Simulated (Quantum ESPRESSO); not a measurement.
## How a calculation on Be (P-1, 2 atoms in the cell) responds to its settings

```xyz
2
Lattice="2.2648 0.0000 0.0000 -1.1324 1.9614 0.0000 0.0000 0.0000 3.5741" Properties=species:S:1:pos:R:3 pbc="T T T"
Be    -0.0368     1.2685     2.6730
Be     1.1692     0.6928     0.9011
```

Base run A: Quantum ESPRESSO with LDA (PZ), PSlibrary ultrasoft (LDA) pseudopotentials, self-consistent single point.

Its settings: ecutwfc = 40 Ry; ecutrho = 240 Ry; occupations = smearing; smearing = methfessel-paxton; degauss = 0.019992 Ry; potentials = {Be: Be.pz-n-rrkjus_psl.1.0.0.UPF}; K_POINTS = automatic 17 17 9 0 0 0; conv_thr = 1e-10 Ry; mixing_beta = 0.7.

The starting cell comes from a database of computed structures (which also holds hypothetical and non-ambient phases and stackings), without a prior relaxation at this level. Its atoms were displaced at random from the sites of space group no. 194. In the base run, with a pressure of about -5 GPa the cell is away from its equilibrium volume at this level.

Absolute energies have different zeros for different potentials, functionals, Hubbard and dispersion terms and are not compared across them.

Runs:
- B: pseudopotentials: {Be: Be.pz-n-rrkjus_psl.1.0.0.UPF} → {Be: Be.pbe-n-rrkjus_psl.1.0.0.UPF}; input_dft: default → pbesol [PBEsol]
- C: pseudopotentials: {Be: Be.pz-n-rrkjus_psl.1.0.0.UPF} → {Be: Be.pbe-n-rrkjus_psl.1.0.0.UPF}; input_dft: default → blyp [BLYP]
- D: pseudopotentials: {Be: Be.pz-n-rrkjus_psl.1.0.0.UPF} → {Be: Be.pbe-n-rrkjus_psl.1.0.0.UPF}; input_dft: default → wc [Wu-Cohen GGA]
- E: pseudopotentials: {Be: Be.pz-n-rrkjus_psl.1.0.0.UPF} → {Be: Be.pbe-n-rrkjus_psl.1.0.0.UPF}; input_dft: default → vdw-df2 [vdW-DF2]
- F: pseudopotentials: {Be: Be.pz-n-rrkjus_psl.1.0.0.UPF} → {Be: Be.pbe-n-rrkjus_psl.1.0.0.UPF}; input_dft: default → vdw-df-cx [vdW-DF-cx]
- G: pseudopotentials: {Be: Be.pz-n-rrkjus_psl.1.0.0.UPF} → {Be: Be.pbe-n-rrkjus_psl.1.0.0.UPF}; input_dft: default → rvv10 [rVV10]

```json
[
 {"run": "A", "pressure (GPa)": "-4.84", "largest force (eV/Å)": "0.418"},
 {"run": "B", "pressure (GPa)": "-1.69", "largest force (eV/Å)": "0.419"},
 {"run": "C", "pressure (GPa)": "1.06", "largest force (eV/Å)": "0.410"},
 {"run": "D", "pressure (GPa)": "-1.76", "largest force (eV/Å)": "0.418"},
 {"run": "E", "pressure (GPa)": "0.51", "largest force (eV/Å)": "0.420"},
 {"run": "F", "pressure (GPa)": "(withheld)", "largest force (eV/Å)": "0.419"},
 {"run": "G", "pressure (GPa)": "(withheld)", "largest force (eV/Å)": "0.425"}
]
```

Question: Fill in the missing entries.

Answer: 
- F, pressure (GPa): -0.69
- G, pressure (GPa): -0.80

Left out of this page: 4 runs of the series held back from this collection.
